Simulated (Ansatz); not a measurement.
Cells marked so need not be the phases stable at ambient conditions, and some may be hypothetical.

By PBEsol, each system below comes out a metal.

G/A = (e²/h) × open channels of both spins per area, as a mean over 0.1 eV about the Fermi level, without spin-orbit coupling, for the cells as given.

A. Sb (Pm-3m, simple cubic, not sure to be the ambient phase, 1 atom a cell, 29.3 Å³ an atom), current normal to (001)
B. Bi$_{2}$Pd (I4/mmm, not sure to be the ambient phase, 3 atoms a cell, 25.3 Å³ an atom, -2 GPa at this level), current normal to (110)
C. Ru (P6_3/mmc, hcp (Mg type), 2 atoms a cell, 13.6 Å³ an atom, -6 GPa at this level), current normal to (001)

### Question
Order them by ballistic conductance per area (highest first) at the level PBEsol run with Ansatz (an electronic-structure program).

### Answer
C (1.7 × 10¹⁵ S/m²), A (0.92 × 10¹⁵ S/m²), B (0.64 × 10¹⁵ S/m²)
